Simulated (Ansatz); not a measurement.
Input:

```
CELL_PARAMETERS angstrom
      3.10252     0.05825     0.01507
     -1.50082     2.62007    -0.01197
      0.02414    -0.00821     5.02434
ATOMIC_POSITIONS crystal
  Al 0.33058 0.66613 0.99812
  Al 0.66855 0.33440 0.49810
  N  0.32663 0.66409 0.37672
  N  0.67424 0.33538 0.87667
```

No spin polarisation.

All numbers come from r2SCAN in Ansatz (plane waves to 500 eV, PAW, no spin-orbit coupling), earlier PAW set. k-mesh 12×12×7 (Γ-centred); smearing 0.05 eV (Fermi–Dirac).

### Question
Predict the valence-band top at Γ (three highest levels, from the VBM).

### Answer
0.00, -0.10, -0.30 eV.

### Question
Predict the band gap.

### Answer
4.92 eV.

The cells carry an imposed strain or load. Whether these cells are dynamically stable was not tested. The cell was made from AlN in the wurtzite structure (space group P6_3mc, No. 186) by this change: strain tensor (xx, yy, zz, yz, xz, xy) = (−0.13, −1.53, +0.93, −0.17, +0.49, +1.88) %.

Ansatz is a program for electronic structure.
